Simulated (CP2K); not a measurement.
Band structure of Br (Cmce, 4 atoms in the cell).

```xyz
4
Lattice="4.0178 0.0000 0.0000 -1.5197 3.7194 0.0000 0.0000 0.0000 8.7209" Properties=species:S:1:pos:R:3 pbc="T T T"
Br     2.1509     3.2024     7.7529
Br     1.5963     2.3767     3.3924
Br     0.9018     1.3427     5.3285
Br     0.3472     0.5170     0.9680
```

Method of the run: CP2K with PBE, GPW, DZVP-MOLOPT-SR-GTH basis, GTH-PBE potentials (GTH_POTENTIALS).

Settings: CUTOFF = 400 Ry; REL_CUTOFF = 60 Ry; SMEAR/METHOD = FERMI_DIRAC; ELECTRONIC_TEMPERATURE = 116.05 K; KPOINTS/SCHEME = MONKHORST-PACK 5 5 2; GAMMA_CENTERED = T; XC_FUNCTIONAL = PBE; Br/BASIS_SET = DZVP-MOLOPT-SR-GTH-q7; Br/POTENTIAL = GTH-PBE-q7; METHOD = GPW; EPS_DEFAULT = 1e-10; EXTRAPOLATION = USE_GUESS; NGRIDS = 4; SCF_GUESS = ATOMIC.

The starting cell has typed, rounded lattice constants, without a prior relaxation at this level. Its lattice was rescaled by a random factor within 2.5 % of one. Values carry the incompleteness of an atom-centred basis.

Predict the gap along the standard path and the places of the band edges.

The gap along the path is 1.65 eV, from R to a point between Γ and X; the smallest direct gap on it is 1.69 eV. Another conduction valley lies within 0.1 eV, so the order of the valleys is not sure.

Levels in eV from the top of the valence band on the SCF mesh, bands 11 to 15:
| point | 11 | 12 | 13 | 14 | 15 |
|---|---|---|---|---|---|
| Γ | -1.02 | -0.44 | -0.02 | 0.00 | 1.69 |
| X | -1.23 | -0.90 | -0.43 | -0.07 | 2.02 |
| S | -0.94 | -0.94 | -0.26 | -0.26 | 2.49 |
| R | -0.58 | -0.58 | 0.02 | 0.02 | 2.14 |
| A | -0.59 | -0.59 | -0.51 | -0.51 | 2.15 |
| Z | -0.92 | -0.92 | -0.01 | -0.01 | 2.02 |
| Y | -1.48 | -1.22 | -0.51 | -0.08 | 1.77 |
| X1 | -1.23 | -0.90 | -0.43 | -0.07 | 2.02 |
| A1 | -0.59 | -0.59 | -0.51 | -0.51 | 2.15 |
| T | -1.03 | -1.03 | -0.70 | -0.70 | 1.95 |

Higher empty bands are left out: an atom-centred basis made for the valence describes them poorly.
